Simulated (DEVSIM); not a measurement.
Device: isotype n-n heterojunction Al0.4Ga0.6As/GaAs, at 350 K.

Layer 1 from the left is Al0.4Ga0.6As, thickness (μm) 0.370, Nd (cm⁻³) 8.1e16, τn (s) 1.8e-9, τp (s) 1.8e-9. Layer 2 from the left is GaAs, thickness (μm) 0.350, Nd (cm⁻³) 2e16, τn (s) 1.8e-9, τp (s) 1.8e-9.

Left contact: ohmic. Right contact: ohmic. Voltage is applied to the left contact. Recombination: SRH at mid-gap, radiative. Mobility is μmin + (μ − μmin)/(1 + (N/Nref)^α).

The device is made up for the run: typed textbook-type constants, with dimensions and the other settings drawn at random. Values at 300 K; Nc and Nv go as T^1.5, mobilities as T to minus their exponent, the gap by Varshni's rule with the affinity fixed.

Al0.4Ga0.6As: gap (eV) 1.9228, affinity (eV) 3.754, permittivity 11.76, Nc (cm⁻³) 7.93e17, Nv (cm⁻³) 9e18, μn (cm²/Vs) 3220, μp (cm²/Vs) 158, μn,min 500, μp,min 20, Nref,n 6e16, Nref,p 1.5e17, αn 0.39, αp 0.38, T exponent of μn 2.1, T exponent of μp 2.2, B (cm³/s) 2e-10, Varshni α (eV/K) 0.000541, Varshni β (K) 204. GaAs: gap (eV) 1.424, affinity (eV) 4.07, permittivity 12.9, Nc (cm⁻³) 4.7e17, Nv (cm⁻³) 9e18, μn (cm²/Vs) 8500, μp (cm²/Vs) 400, μn,min 500, μp,min 20, Nref,n 6e16, Nref,p 1.5e17, αn 0.39, αp 0.38, T exponent of μn 2.1, T exponent of μp 2.2, B (cm³/s) 2e-10, Varshni α (eV/K) 0.000541, Varshni β (K) 204.

DEVSIM, 1D drift-diffusion, Boltzmann statistics, complete ionisation; no tunnelling, impact ionisation, image-force lowering or self-heating. Band offsets follow the typed affinities; no thermionic-emission limit at abrupt steps, no polarisation charge.

Problem. What does the simulation give for the potential step across the device at zero bias?

Solution. potential step across the device at zero bias 0.342 V.
